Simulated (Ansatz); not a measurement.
**Effort and miss along a sweep of kpoints.mp_grid.grid: CdBr2 (R-3m, 6 atoms in the cell)**

```yaml
crystal:
  lattice:
    - [2.00925, 1.16004, 13.22740]
    - [-2.00925, 1.16004, 13.22740]
    - [0.00000, -2.32008, 13.22740]
  atoms:
    - { symbol: Cd, position: [0.00000, 0.00000, 0.00000] }
    - { symbol: Cd, position: [0.50000, 0.50000, 0.50000] }
    - { symbol: Br, position: [0.20608, 0.20608, 0.20608] }
    - { symbol: Br, position: [0.79392, 0.79392, 0.79392] }
    - { symbol: Br, position: [0.62725, 0.62725, 0.62725] }
    - { symbol: Br, position: [0.37275, 0.37275, 0.37275] }
```

Method: PBE0, PAW files made with PBE (plane waves; Ansatz, an electronic-structure program).

Base settings: basis.ecutwfc = 30.9 Ry; kpoints.mp_grid.grid = 3 3 3; kpoints.mp_grid.shift = 0.5 0.5 0.5; hamiltonian.xc = pbe0; hamiltonian.pseudopotentials = {kind: paw} (the program's default PAW files); scf.occupations.method = gaussian; scf.occupations.width = 0.0037 Ry.

Misses are taken against the tightest run, 4 4 4, which need not be fully converged itself. The energy is the free energy per atom.

Core times come from one kind of shared machine and are given to one figure; runs under 30 s give none.

The starting cell comes from a database of computed structures (which also holds hypothetical and non-ambient phases and stackings), without a prior relaxation at this level. Ansatz's pressure includes its estimate of the finite-basis (Pulay) stress.

The runs (kpoints.mp_grid.grid): 1 1 1 | 2 2 2 | 3 3 3 | 4 4 4.

Problem. What does the step from 2 2 2 to 3 3 3 buy?

Solution. It takes the miss in the energy from 190 to 18 meV/atom, for roughly 3 times the time.

| kpoints.mp_grid.grid | energy less reference (meV/atom) | pressure less reference (GPa) | largest difference in the force on any atom (eV/Å) | core time / reference (rough) |
|---|---|---|---|---|
| 1 1 1 | 2001.89 | 15.94 | 1.463 | – |
| 2 2 2 | 189.67 | 2.15 | 0.010 | 0.1 |
| 3 3 3 | 18.32 | 0.27 | 0.001 | 0.5 |
| 4 4 4 | 0.00 | 0.00 | 0.000 | 1 |

The last two settings still differ by 18 meV/atom, so the table cannot show that the reference is converged.

Keys are those of Ansatz 0.2.
